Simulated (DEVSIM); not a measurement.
System: abrupt GaP n-p junction, at 250 K.

Layer 1 from the left is GaP, thickness (μm) 0.530, Nd (cm⁻³) 1e16, τn (s) 7.5e-7, τp (s) 7.5e-7. Layer 2 from the left is GaP, thickness (μm) 19.0, Na (cm⁻³) 2.8e14, τn (s) 7.5e-7, τp (s) 7.5e-7.

Left contact: ohmic. Right contact: ohmic. Voltage is applied to the left contact. Recombination: SRH at mid-gap, radiative, Auger. Mobility is constant in doping.

The device is made up for the run: typed textbook-type constants, with dimensions and the other settings drawn at random. Values at 300 K; Nc and Nv go as T^1.5, mobilities as T to minus their exponent, the gap by Varshni's rule with the affinity fixed.

GaP: gap (eV) 2.26, affinity (eV) 3.8, permittivity 11.1, Nc (cm⁻³) 1.8e19, Nv (cm⁻³) 1.9e19, μn (cm²/Vs) 250, μp (cm²/Vs) 150, T exponent of μn 1.6, T exponent of μp 1.98, B (cm³/s) 1e-13, Cn (cm⁶/s) 1e-30, Cp (cm⁶/s) 1e-30, Varshni α (eV/K) 0.00058, Varshni β (K) 372.

### Question
Estimate by hand the built-in potential, the peak field at zero bias, the capacitance at 3 V, and compare with a numerical solution.

### Answer

- Built-in potential: ni = √(Nc Nv) exp(−Eg/2kT) = 0.000149 cm⁻³ with Eg = 2.279 eV; Vbi = kT/q ln(Na Nd/ni²) = 1.890 V; numerical 1.890 V.
- Peak field at zero bias: depletion approximation: W = √(2εVbi/(qN)) = 2.92 μm with N = 2.72e14 cm⁻³; field = 2Vbi/W = 13000 V/cm; numerical 12900 V/cm.
- Capacitance at 3 V: C = √(qεN / 2(Vbi + |V|)) = 2.09 nF/cm²; numerical 2.10 nF/cm².

DEVSIM, 1D drift-diffusion, Boltzmann statistics, complete ionisation; no tunnelling, impact ionisation, image-force lowering or self-heating.
